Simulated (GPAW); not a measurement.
## GPAW run on SrMg3 (I4/mmm, 4 atoms in the cell): self-consistent single point

Method of the run: LDA (Perdew-Wang 92), GPAW PAW datasets LDA (gpaw-data 1.0.1) (plane waves; GPAW).

Input:

```python
from ase import Atoms
from ase.units import GPa
from gpaw import GPAW

atoms = Atoms(['Sr', 'Mg', 'Mg', 'Mg'],
              cell=[[-2.816474, 2.816474, 3.681956],
                    [2.816474, -2.816474, 3.681956],
                    [2.816474, 2.816474, -3.681956]],
              scaled_positions=[[0.000000, 0.000000, 0.000000],
                                [0.500000, 0.500000, 0.000000],
                                [0.250000, 0.750000, 0.500000],
                                [0.750000, 0.250000, 0.500000]],
              pbc=True)

calc = GPAW(mode={'name': 'pw', 'ecut': 800},
            xc='LDA',
            kpts=(7, 7, 7),
            occupations={'name': 'methfessel-paxton', 'width': 0.2, 'order': 0},
            nbands=-8,
            convergence={'density': 1e-05, 'energy': 1e-05},
            symmetry={'symmorphic': False, 'tolerance': 0.0005},
            maxiter=150)

atoms.calc = calc

energy = atoms.get_potential_energy()
print('Energy (eV):', round(energy, 6))
forces = atoms.get_forces()
print('Forces (eV/Ang):')
print(forces.round(5))
stress = atoms.get_stress()
print('Stress (GPa, Voigt):', (stress / GPa).round(4))
```

Log, with long lists cut:

```
Input parameters:
  convergence: {density: 1e-05,
                energy: 1e-05}
  kpts: [7 7 7]
  maxiter: 150
  mode: {ecut: 800,
         name: pw}
  nbands: -8
  occupations: {name: methfessel-paxton,
                order: 0,
                width: 0.2}
  symmetry: {symmorphic: False,
             tolerance: 0.0005}

species:
  Sr:
    name: Strontium
    Z: 38.0
    valence: 10
    core: 28
    charge: 0.0
    file: Sr.LDA.gz

    # Using partial waves for Sr as LCAO basis

  Mg:
    name: Magnesium
    Z: 12.0
    valence: 10
    core: 2
    charge: 0.0
    file: Mg.LDA.gz

    # Using partial waves for Mg as LCAO basis

Reference energy: -102678.425114  # eV

Spin-paired calculation

Convergence criteria:
 Maximum [total energy] change in last 3 cyles: 1e-05 eV / valence electron
 Maximum integral of absolute [dens]ity change: 1e-05 electrons / valence electron
 Maximum integral of absolute [eigenst]ate change: 4e-08 eV^2 / valence electron
 Maximum number of scf [iter]ations: 150

Symmetries present (total): 16
Symmetries with fractional translations: 0
343 k-points: 7 x 7 x 7 Monkhorst-Pack grid
40 k-points in the irreducible part of the Brillouin zone
       k-points in crystal coordinates                weights
   0:     0.00000000    0.00000000    0.00000000          1/343
   1:     0.14285714   -0.14285714    0.00000000          4/343
   2:     0.14285714   -0.14285714    0.14285714          4/343
   [... 7 lines left out ...]
          ...
  39:     0.42857143    0.42857143    0.42857143          8/343

Wave functions: Plane wave expansion
  Cutoff energy: 800.000 eV
  Number of coefficients (min, max): 5945, 6037
  Pulay-stress correction: 0.000000 eV/Ang^3 (de/decut=0.000000)

Occupation numbers: Methfessel-Paxton:
  width: 0.2000  # eV
  order: 0

Eigensolver

Densities:
  Coarse grid: 36*36*36 grid
  Fine grid: 72*72*72 grid
  Total Charge: 0.000000

Density mixing:
  Method: separate
  Backend: pulay
  Linear mixing parameter: 0.05
  old densities: 5
  Damping of long wavelength oscillations: 50

Hamiltonian:
  XC and Coulomb potentials evaluated on a 72*72*72 grid
  External potential:
    NoExternalPotential

Number of atoms: 4
Number of atomic orbitals: 29
Number of bands in calculation: 28
Number of valence electrons: 40
Bands to converge: occupied

Density initialized from atomic densities
  28 bands from LCAO basis set

Atomic positions and initial magnetic moments

Positions:
   0 Sr     0.000000    0.000000    0.000000    ( 0.0000,  0.0000,  0.0000)
   1 Mg     0.000000    0.000000    3.681956    ( 0.0000,  0.0000,  0.0000)
   2 Mg     2.816474    0.000000    1.840978    ( 0.0000,  0.0000,  0.0000)
   3 Mg    -0.000000    2.816474    1.840978    ( 0.0000,  0.0000,  0.0000)

Unit cell:
           periodic     x           y           z      points  spacing
  1. axis:    yes   -2.816474    2.816474    3.681956    36     0.1243
  2. axis:    yes    2.816474   -2.816474    3.681956    36     0.1243
  3. axis:    yes    2.816474    2.816474   -3.681956    36     0.1106

  Lengths:   5.424191   5.424191   5.424191
  Angles:  117.437010 117.437010  94.499687

Effective grid spacing dv^(1/3) = 0.1358

     iter     time        total  log10-change:
                         energy   eigst   dens
iter:   1 --:--:--    -7.639819
iter:   2 --:--:--    -7.766551   -0.49  -1.54
iter:   3 --:--:--    -7.762342   -1.41  -1.59
iter:   4 --:--:--    -7.746262   -1.93  -1.66
iter:   5 --:--:--    -7.745332   -3.08  -2.51
iter:   6 --:--:--    -7.735797   -3.14  -2.54
iter:   7 --:--:--    -7.733658   -4.29  -2.79
iter:   8 --:--:--    -7.733161   -4.75  -3.00
iter:   9 --:--:--    -7.733139   -5.83  -3.43
iter:  10 --:--:--    -7.733143c  -6.68  -3.68
iter:  11 --:--:--    -7.733142c  -6.54  -3.71
iter:  12 --:--:--    -7.733135c  -6.80  -4.27
iter:  13 --:--:--    -7.733135c  -8.16c -4.60
iter:  14 --:--:--    -7.733137c  -7.42c -4.62
iter:  15 --:--:--    -7.733134c  -7.67c -4.78
iter:  16 --:--:--    -7.733134c  -8.91c -5.15c

Converged after 16 iterations.

Dipole moment: (0.000000, -0.000000, 0.000000) |e|*Ang

Energy contributions relative to reference atoms: (reference = -102678.425114)

Kinetic:         -9.547954
Potential:      +14.604897
External:        +0.000000
XC:             -12.308219
Entropy (-ST):   -0.048071
Local:           -0.457823
SIC:             +0.000000
--------------------------
Free energy:     -7.757170
Extrapolated:    -7.733134

Showing only first 2 kpts
 Kpt  Band  Eigenvalues  Occupancy
  0    18      3.46618    0.44251
  0    19      3.46618    0.44251
  0    20      4.86795    0.00000
  0    21      5.11022    0.00000

  1    18      3.24478    1.57486
  1    19      3.34766    1.05591
  1    20      3.58298    0.11096
  1    21      5.29624    0.00000

Fermi level: 3.35757

No gap
No difference between direct/indirect transitions
Energy (eV): -7.733134

Forces in eV/Ang:
  0 Sr   -0.00000   -0.00000    0.00000
  1 Mg   -0.00000    0.00000    0.00000
  2 Mg    0.00000   -0.00000    0.00000
  3 Mg    0.00000   -0.00000    0.00000

Stress tensor:
     0.017028     0.000000     0.000000
     0.000000     0.017028    -0.000000
     0.000000    -0.000000     0.009330
Stress (GPa, Voigt): [ 2.7283  2.7283  1.4948 -0.      0.      0.    ]
```

The run converged in 16 iterations. GPAW prints stress with tension positive.

The starting cell comes from a database of computed structures (which also holds hypothetical and non-ambient phases and stackings), without a prior relaxation at this level. Its lattice was rescaled by a random factor within 2.5 % of one.

Cost on one core of a shared machine: roughly 3 min.
